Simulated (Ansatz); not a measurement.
## What pressure 7 GPa does to Cu

Consider Cu in the fcc (Cu type) structure (space group Fm-3m, No. 225; a = 3.5638 Å).

One thing is altered: a hydrostatic pressure of 7 GPa.

Computed with Kohn–Sham DFT with the PBEsol functional, run in Ansatz (a quantum-chemistry and plane-wave program) with PAW and 420 eV plane waves, no SOC. k-mesh 22×22×22 (Γ-centred); smearing 0.05 eV (Fermi–Dirac).

Volume per atom: 10.89 Å³ (base 11.32 Å³)
Density: 9.69 g/cm³ (base 9.33 g/cm³)
Lattice parameter a: 3.519 Å (base 3.564 Å)
Enthalpy H = E + PV relative to the base's energy: +0.48 eV/atom
Band gap: zero (base zero)

Final structure:

```xyz
1
Lattice="0.0000 1.7595 1.7595 1.7595 0.0000 1.7595 1.7595 1.7595 0.0000" Properties=species:S:1:pos:R:3 pbc="T T T"
Cu     0.0000     0.0000     0.0000
```

Load acts through the strain it causes; cell and atoms are relaxed under it. No phonon test of stability was made. No other phases were tried under pressure. All final runs are without spin polarisation.
